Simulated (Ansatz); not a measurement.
Start from LiNbO3 (space group R3c, No. 161; a = 5.1375 Å, c = 13.8847 Å (hexagonal axes)).

Computed with r2SCAN, PAW, 500 eV (Ansatz, a quantum-chemistry and plane-wave program; no SOC).

For the base:

```
Item        Result
--------  --------
Pressure  0.00 GPa
```

The change: an isotropic linear strain of +3.08 %; the atoms relax in the strained cell.

Problem. How does this affect the largest internal atomic displacement?

Solution. The largest internal atomic displacement amounts to 0.102 Å.

Problem. How does this affect the pressure?

Solution. The pressure (mean of the normal stresses, compression positive) goes from zero to -7.90 GPa.

Problem. What happens to the energy relative to the base?

Solution. The energy rises by 28 meV/atom.

No phonon test of stability was made.
